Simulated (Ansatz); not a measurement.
Bond-angle distributions (per cent of the angles at each element, bins of 10°) of a relaxed model of amorphous Si24O50Sn at 2.34 g/cm³. Method: PBE, scalar-relativistic without spin-orbit coupling (plane waves to 420 eV, PAW; Ansatz, a quantum-chemistry and plane-wave program).

Preparation: random packing, a CHGNet melt and quench, and a DFT relaxation. O atoms were pushed apart under 1.9 Å during the dynamics, to hinder bonds among them. The hot cell started wider than the set density and was brought back towards it in steps. It is the lowest in DFT energy of 2 quenches. It is a model cell: composition and starting density were chosen by hand, and all elements were melted together. No dispersion term was used. Its density started from a set value of 2.34 and ended at 2.34 g/cm³. Cooling (nominally 480 K/ps over its main leg) ran many orders faster than in experiment, which tends to leave more defects and strain. Values belong to this one cell and scatter from quench to quench. The volume was held where the preparation left it and the shape relaxed, at a PBE pressure of -0.1 GPa (tension).

Neighbours within Si-Si 2.60 Å, Si-O 1.98 Å, Si-Sn 2.75 Å, O-O 1.58 Å, O-Sn 2.46 Å, Sn-Sn 3.06 Å count as bonded. Two cations that share two anions don't count as bonded, nor two that share one unless they lie closer than Si-Si 2.38 Å, Si-Sn 2.68 Å, Sn-Sn 2.97 Å.

```csv
angle (°),at Si,at O
50-60,0,0
60-70,0,0
70-80,0,0
80-90,3,2
90-100,3,2
100-110,50,0
110-120,39,6
120-130,3,18
130-140,1,32
140-150,0,22
150-160,0,8
160-170,1,8
170-180,0,2
```

They go with these counts of neighbours within the cut-offs, cation contacts included: Si mean 4.0, most often 4; O mean 2.0, most often 2.
